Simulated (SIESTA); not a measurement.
## Worked example: self-consistent single point of Co2O3F (C2/m, 12 atoms in the cell) in SIESTA

Computed with SIESTA with LDA PW92, numerical atomic orbitals DZP, PseudoDojo LDA standard norm-conserving potentials (rewritten from UPF to PSML).

Input:

```
# files in the folder: Co.psml O.psml F.psml (PseudoDojo LDA standard)
SystemName  Co2O3F
SystemLabel Co2O3F

NumberOfAtoms                12
NumberOfSpecies              3
%block ChemicalSpeciesLabel
  1 27 Co
  2 8 O
  3 9 F
%endblock ChemicalSpeciesLabel
LatticeConstant              1.0 Ang
%block LatticeVectors
     4.447995000   -3.042310000    0.000000000
     4.447995000    3.042310000    0.000000000
    -4.020614000    0.000000000    4.431709000
%endblock LatticeVectors
AtomicCoordinatesFormat      Ang
%block AtomicCoordinatesAndAtomicSpecies
     3.625537067   -0.000000000    1.252002110  1
     1.249838933    0.000000000    3.179706890  1
    -2.010307000    0.000000000    2.215854500  1
     0.000000000    0.000000000    0.000000000  1
    -0.151560351   -0.000000000    1.903330381  2
     5.026936351    0.000000000    2.528378619  2
     2.437688000   -1.224955698    2.215854500  2
     2.437688000    1.224955698    2.215854500  2
     4.447995000   -1.194654291    0.000000000  2
     4.447995000    1.194654291    0.000000000  2
    -1.947112982   -0.000000000    4.264988107  3
     6.822488982    0.000000000    0.166720893  3
%endblock AtomicCoordinatesAndAtomicSpecies

XC.functional                LDA
XC.authors                   PW92
PAO.BasisSize                DZP
PAO.EnergyShift              0.005 Ry
MeshCutoff                   300 Ry
%block kgrid.MonkhorstPack
    6   0   0  0.0
    0   6   0  0.0
    0   0   6  0.0
%endblock kgrid.MonkhorstPack
OccupationFunction           FD
ElectronicTemperature        100.0 meV
Spin                         polarized
%block DM.InitSpin
  1 +3.00
  2 +3.00
  3 +3.00
  4 +3.00
  5 +0.00
  6 +0.00
  7 +0.00
  8 +0.00
  9 +0.00
  10 +0.00
  11 +0.00
  12 +0.00
%endblock DM.InitSpin

MaxSCFIterations             150
SCF.Mixer.Method             Pulay
SCF.Mixer.Weight             0.1
SCF.Mixer.History            6
SCF.DM.Tolerance             1.0E-05
Diag.ParallelOverK           true
WriteForces                  true
Charge.Mulliken              end
```

Log, with long lists cut:

```
reinit: Reading from file input.fdf

reinit: System Name: Co2O3F
reinit: System Label: Co2O3F

NOTE on units for spin output:
{S} is the spin magnetic moment, in units of the Bohr magneton,
assuming a g-factor for the electron spin of exactly 2.
The spin magnetic moment is then numerically equal to the charge inbalance,
in units of electrons, between the spin-up and -down channels.

coor:   Atomic-coordinates input format  =     Cartesian coordinates
coor:                                          (in Angstroms)

siesta: Atomic coordinates (Bohr) and species
siesta:      6.85127  -0.00000   2.36594  1        1
siesta:      2.36185   0.00000   6.00878  1        2
siesta:     -3.79893   0.00000   4.18736  1        3
siesta:      0.00000   0.00000   0.00000  1        4
siesta:     -0.28641  -0.00000   3.59677  2        5
siesta:      9.49953   0.00000   4.77794  2        6
siesta:      4.60656  -2.31483   4.18736  2        7
siesta:      4.60656   2.31483   4.18736  2        8
siesta:      8.40549  -2.25757   0.00000  2        9
siesta:      8.40549   2.25757   0.00000  2       10
siesta:     -3.67951  -0.00000   8.05966  3       11
siesta:     12.89264   0.00000   0.31506  3       12

siesta: System type = bulk

initatomlists: Number of atoms, orbitals, and projectors:     12   180   176

siesta: ******************** Simulation parameters ****************************
redata: Spin configuration                          = collinear
redata: Time-Reversal Symmetry                      = T
redata: Number of Atomic Species                    =        3
redata: Mesh Cutoff                                 =   300.0000 Ry
redata: Net charge of the system                    =     0.0000 |e|
redata: Min. number of SCF Iter                     =        0
redata: Max. number of SCF Iter                     =      150
redata: SCF convergence failure will abort job
   [... lines left out ...]
diag: Used triangular part                          = Lower
diag: Absolute tolerance                            =  0.100E-15
diag: Orthogonalization factor                      =  0.100E-05
diag: Memory factor                                 =  1.0000

superc: Internal auxiliary supercell:     5 x     5 x     5  =     125
superc: Number of atoms, orbitals, and projectors:   1500  22500  22000

                        Single-point calculation

superc: Internal auxiliary supercell:     5 x     5 x     5  =     125
superc: Number of atoms, orbitals, and projectors:   1500  22500  22000

outcell: Unit cell vectors (Ang):
        4.447995   -3.042310    0.000000
        4.447995    3.042310    0.000000
       -4.020614    0.000000    4.431709

outcell: Cell vector modules (Ang)   :    5.388906    5.388906    5.983760
outcell: Cell angles (23,13,12) (deg):    123.6833    123.6833     68.7422
outcell: Cell volume (Ang**3)        :    119.9414
new_DM -- step:     1
Initializing Density Matrix...

Attempting to read DM from file... Failed...
DM filled with atomic data (user-defined):

InitMesh: MESH = 48 x 48 x 48 = 110592
InitMesh: Mesh cutoff (required, used) =   300.000   318.686 Ry

stepf: Fermi-Dirac step function
        iscf     Eharris(eV)        E_KS(eV)     FreeEng(eV)     dDmax    Ef(eV) dHmax(eV)
   scf:    1   -20417.630509   -20583.165335   -20583.634687  0.841613 -2.925070 28.854204
     spin moment: {S} , |S| = {        0.0        0.0   13.62246 }    13.62246
   scf:    2   -20613.391271   -20613.899218   -20614.307708  0.380530 -4.538622 29.469105
     spin moment: {S} , |S| = {        0.0        0.0   11.69039 }    11.69039
   scf:    3   -20425.263095   -20586.405906   -20586.691347  0.853494 -5.365773 38.509840
     spin moment: {S} , |S| = {        0.0        0.0   10.64155 }    10.64155
   scf:    4   -20588.956835   -20635.864200   -20636.211245  0.804777 -6.422009 15.741817
     spin moment: {S} , |S| = {        0.0        0.0    6.73951 }     6.73951
   scf:    5   -20663.585588   -20653.817254   -20654.179148  0.144759 -6.246808  7.010693
     spin moment: {S} , |S| = {        0.0        0.0    8.14930 }     8.14930
   scf:    6   -20594.492986   -20639.572960   -20640.025229  0.267500 -5.457903 17.799436
   [... lines left out ...]
   scf:   56   -20657.554368   -20657.554341   -20657.867118  0.000061 -6.326498  0.000463
     spin moment: {S} , |S| = {        0.0        0.0    4.50690 }     4.50690
   scf:   57   -20657.554364   -20657.554353   -20657.867118  0.000017 -6.326499  0.000339
     spin moment: {S} , |S| = {        0.0        0.0    4.50724 }     4.50724
   scf:   58   -20657.554405   -20657.554379   -20657.867118  0.000048 -6.326518  0.000344
     spin moment: {S} , |S| = {        0.0        0.0    4.50831 }     4.50831
   scf:   59   -20657.554393   -20657.554386   -20657.867118  0.000010 -6.326527  0.000341
     spin moment: {S} , |S| = {        0.0        0.0    4.50856 }     4.50856
   scf:   60   -20657.554399   -20657.554392   -20657.867118  0.000010 -6.326535  0.000362
     spin moment: {S} , |S| = {        0.0        0.0    4.50878 }     4.50878
   scf:   61   -20657.554401   -20657.554397   -20657.867119  0.000008 -6.326543  0.000331
     spin moment: {S} , |S| = {        0.0        0.0    4.50893 }     4.50893
SCF Convergence by DM+H criterion
max |DM_out - DM_in|         :     0.0000081140
max |H_out - H_in|      (eV) :     0.0003314591
SCF cycle converged after 61 iterations

Using DM_out to compute the final energy and forces

siesta: E_KS(eV) =           -20657.5544

siesta: E_KS - E_eggbox =    -20657.5544

siesta: Atomic forces (eV/Ang):
     1   -0.312991   -0.000000    0.022483
     2    0.312994    0.000000   -0.022480
     3    0.000000   -0.000000   -0.000004
     4   -0.000003   -0.000000    0.000001
     5    0.395436    0.000000    0.040827
     6   -0.395431    0.000000   -0.040823
     7   -0.000002    1.119209    0.000001
     8   -0.000002   -1.119209    0.000001
     9    0.000001    0.392835   -0.000003
    10    0.000001   -0.392835   -0.000003
    11   -0.126603    0.000000    0.007844
    12    0.126601    0.000000   -0.007846
   Tot   -0.000000   -0.000000    0.000000
   Max    1.119209
   Res    0.305463    sqrt( Sum f_i^2 / 3N )
   Max    1.119209    constrained

Stress tensor Voigt[x,y,z,yz,xz,xy] (kbar):      264.20      208.75      279.02        0.00      -21.22        0.00
(Free)E + p*V (eV/cell)   -20676.6318
Target enthalpy (eV/cell)   -20657.8671

siesta: Program's energy decomposition (eV):
siesta: Ebs     =     -3443.591288
siesta: Eions   =     26443.106153
siesta: Ena     =      2322.530686
siesta: Ekin    =     10008.016973
siesta: Enl     =     -2664.004660
siesta: Eso     =         0.000000
siesta: Edftu   =         0.000000
siesta: DEna    =        81.295993
siesta: DUscf   =         5.320944
siesta: DUext   =         0.000000
siesta: Ex      =     -3671.207147
siesta: Ec      =      -296.401032
siesta: Exc     =     -3967.608179
siesta: Eharris =    -20657.554401
siesta: Etot    =    -20657.554397
siesta: FreeEng =    -20657.867119

siesta: Atomic forces (eV/Ang):
siesta:      1   -0.312991   -0.000000    0.022483
siesta:      2    0.312994    0.000000   -0.022480
siesta:      3    0.000000   -0.000000   -0.000004
siesta:      4   -0.000003   -0.000000    0.000001
siesta:      5    0.395436    0.000000    0.040827
siesta:      6   -0.395431    0.000000   -0.040823
   [... lines left out ...]
siesta: Cell volume =        119.941365 Ang**3
siesta:        -250.65837547       -226.62142419  kBar
   [... lines left out ...]
   9  3.164   0.891   0.010   0.772   0.787   0.796  -0.035  -0.036  -0.047
              0.006   0.007   0.005   0.003   0.005
  10  3.164   0.891   0.010   0.772   0.787   0.796  -0.035  -0.036  -0.047
              0.006   0.007   0.005   0.003   0.005

Species: F
Atom  Qatom  Qorb
               2s      2s      2py     2pz     2px     2py     2pz     2px
               3Pdxy   3Pdyz   3Pdz2   3Pdxz   3Pdx2-y2
  11  3.604   0.927   0.016   1.035   0.874   0.879  -0.069  -0.032  -0.035
              0.002   0.001   0.002   0.002   0.001
  12  3.604   0.927   0.016   1.035   0.874   0.879  -0.069  -0.032  -0.035
              0.002   0.001   0.002   0.002   0.001

mulliken: Qtot =       56.746

Mulliken Atomic Populations:
Atom #   charge [q] valence [e]      Sz [e]  Species
     1     0.803237   16.196763    0.273093  Co
     2     0.803238   16.196762    0.273126  Co
     3     0.856324   16.143676    1.368446  Co
     4     0.837944   16.162056    1.537772  Co
     5    -0.462049    6.462049    0.187827  O
     6    -0.462049    6.462049    0.187824  O
     7    -0.447690    6.447690    0.135736  O
     8    -0.447690    6.447690    0.135736  O
     9    -0.453636    6.453636    0.125868  O
    10    -0.453636    6.453636    0.125868  O
    11    -0.286997    7.286997    0.078815  F
    12    -0.286997    7.286997    0.078815  F
 Total     0.000000                4.508926
```

The run converged in 61 iterations.

The starting cell comes from a database of computed structures (which also holds hypothetical and non-ambient phases and stackings), without a prior relaxation at this level. The magnetic order is the one reached from the typed start; others were not searched systematically. Values carry the incompleteness of an atom-centred basis. With a pressure of about -25 GPa the cell is away from its equilibrium volume at this level. Forces in this geometry exceed 1 eV/Å.

Cost on one core of a shared machine: roughly 20 min.
